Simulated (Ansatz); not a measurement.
The parent structure is WC (space group P-6m2, No. 187; relaxed with 0.1 eV smearing).

```xyz
2
Lattice="2.8843 0.0000 0.0000 -1.4422 2.4979 0.0000 0.0000 0.0000 2.8115" Properties=species:S:1:pos:R:3 pbc="T T T"
W      0.0000     0.0000     0.0000
C      0.0000     1.6653     1.4058
```

Cartesian axes are those of the cell as printed.

Calculations: LDA in Ansatz (plane waves to 420 eV, PAW, scalar-relativistic without spin-orbit coupling).

Strains are applied to the cell and any free atomic positions relax.

One change was made to it. Results:

The energy increases by 0.4 meV/atom; the pressure (mean of the normal stresses, compression positive) is still 0.0 GPa; the shortest interatomic distance falls by 0.005 Å, from 2.179 Å to 2.174 Å.

What was done to the base?
(A) tensor shear ε_xz = +1.71 %
(B) tensor shear ε_xz = +0.29 %
(C) tensor shear ε_xz = +1.14 %
(D) tensor shear ε_xz = +2.00 %
(E) tensor shear ε_xz = +1.43 %

B, tensor shear ε_xz = +0.29 %. For comparison, the energy relative to the base in the other runs: tensor shear ε_xz = +1.14 % gives +5.4 meV/atom; tensor shear ε_xz = +2.00 % gives +17 meV/atom; tensor shear ε_xz = +1.43 % gives +8.5 meV/atom; tensor shear ε_xz = +1.71 % gives +12 meV/atom.

Whether these cells are dynamically stable was not tested. All final runs are without spin polarisation.

Ansatz is a program for electronic structure.
